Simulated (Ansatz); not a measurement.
How the lattice parameter c of SiC (model structure, P6₂22, No. 180, 6 atoms in the cell) moves with the method

No measured value is used here.

```json
[
 {"level (code)": "LDA (Ansatz)", "value (Å)": "6.989"},
 {"level (code)": "PBE (Ansatz)", "value (Å)": "7.062"},
 {"level (code)": "PBEsol (Ansatz)", "value (Å)": "7.031"},
 {"level (code)": "PBE-D3(BJ) (Ansatz)", "value (Å)": "7.019"},
 {"level (code)": "r²SCAN (Ansatz)", "value (Å)": "7.039"},
 {"level (code)": "r²SCAN+rVV10 (Ansatz)", "value (Å)": "7.035"}
]
```

Cutoffs differ between the levels. Ansatz's density-functional and Hartree–Fock values are scalar-relativistic unless marked +SOC, with PAW data made under PBE.

A model structure was made by putting elements into a prototype or built by hand; it is no filed structure, need not be a known phase, and can be a saddle point held by its symmetry.

Ansatz is a first-principles code.
